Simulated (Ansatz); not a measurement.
Base system: HfS$_{2}$ in the rutile structure (space group P4_2/mnm, No. 136; a = 6.024 Å, c = 3.652 Å; a hypothetical phase, not in the database extracts checked).

The values are results of Ansatz (a quantum-chemistry and plane-wave program), PBEsol, PAW, cutoff 420 eV, scalar-relativistic without spin-orbit coupling, earlier PAW set, not measurements.

Base values:

| Item | Value |
|---|---|
| Gap between the host's bands | 0.26 eV |

Modification: 0.663 electrons added to each cell, a density of 5.0×10^21 cm⁻³, with a uniform compensating background at fixed cell and a 300 K Fermi–Dirac width.

Problem. What happens to the Fermi level from band edge, gap between the host's bands and largest internal atomic displacement?

Solution. The Fermi level relative to the doped band's edge (positive inside the band; to 0.05 eV) amounts to +0.85 eV; the gap between the host's bands goes up by 0.09 eV to 0.35 eV; the largest internal atomic displacement comes out as 0.013 Å.

Charged cell with a jellium background: band edges are those of the host's band count, energies are not comparable with the neutral cell, and many-body gap narrowing is missing. Spin-orbit coupling, missing from the scalar runs, can matter with Hf. Stability against distortions was not tested. A zero or small gap of HfS2 can be the functional's error rather than a property of the material.
